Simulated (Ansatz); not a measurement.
## Al2O3, pressure series

Consider Al₂O₃ in the corundum structure (space group R-3c, No. 167; a = 4.7738 Å, c = 13.0147 Å (hexagonal axes)).

Cell and atoms are relaxed at each pressure.

Level of theory: plane-wave PAW DFT at the PBEsol level (Ansatz, a program for electronic structure, 420 eV), no spin-orbit coupling.

Candidates:
(a) pressure 15 GPa
(b) pressure 9 GPa
(c) pressure −1 GPa

For the base:

```
Item       Result
--------  -------
Band gap  6.03 eV
```

**Question.** Order them by band gap, highest first.

**Answer.** (a) pressure 15 GPa (6.70 eV), (b) pressure 9 GPa (6.45 eV), (c) pressure −1 GPa (5.98 eV)

Load acts through the strain it causes; cell and atoms are relaxed under it. No phonon test of stability was made. No other phases were tried under pressure.
